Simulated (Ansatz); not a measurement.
## A computed series for ZrO2: pressure series

Start from ZrO2 (space group P4_2/nmc, No. 137; a = 3.621 Å, c = 5.283 Å).

Cell and atoms are relaxed at each pressure.

Calculations: Kohn–Sham DFT with the PBE functional, run in Ansatz (a quantum-chemistry and plane-wave program) with PAW and 420 eV plane waves, no SOC.

```csv
pressure (GPa),volume per atom (Å³/atom)
-2,11.700
-1,11.621
0,11.545
0.9,?
2.1,11.397
4.5,11.243
9,10.987
15,10.696
30,10.125
```

Q: Fit the third-order Birch–Murnaghan form P(V) = (3B₀/2)[(V₀/V)^(7/3) − (V₀/V)^(5/3)]·[1 + (3/4)(B₀′ − 4)((V₀/V)^(2/3) − 1)] (squares taken in P) to the rows shown and predict the withheld row.

A: Least squares on the printed values gives V₀ = 11.546 Å³/atom, B₀ = 158 GPa, B₀′ = 5.6; this predicts 11.481 Å³/atom, and the run gives 11.480 Å³/atom, in agreement.

Load acts through the strain it causes; cell and atoms are relaxed under it. Whether these cells are dynamically stable was not tested. No other phases were tried under pressure. This is not the structure that ZrO2 has at room temperature and ambient pressure.
